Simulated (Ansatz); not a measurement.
The reference is Rb in the bcc (W type) structure (space group Im-3m, No. 229; relaxed with 0.1 eV smearing).

```
Rb
1.0
   -2.83758     2.83758     2.83758
    2.83758    -2.83758     2.83758
    2.83758     2.83758    -2.83758
Rb
1
Direct
  0.00000   0.00000   0.00000
```

All numbers come from Ansatz (a program for electronic structure), PBE, PAW, cutoff 420 eV, scalar-relativistic without spin-orbit coupling.

Base values:

| Item | Result |
|---|---|
| Pressure | 0.0 GPa |

One thing is altered: every lattice vector is shortened by 2.50 %; the atoms relax in the strained cell.

How does this affect the pressure?

The pressure goes from zero to 0.2 GPa.

What happens to the energy relative to the base?

The energy rises by 4.6 meV/atom.

Whether these cells are dynamically stable was not tested. All final runs are without spin polarisation.
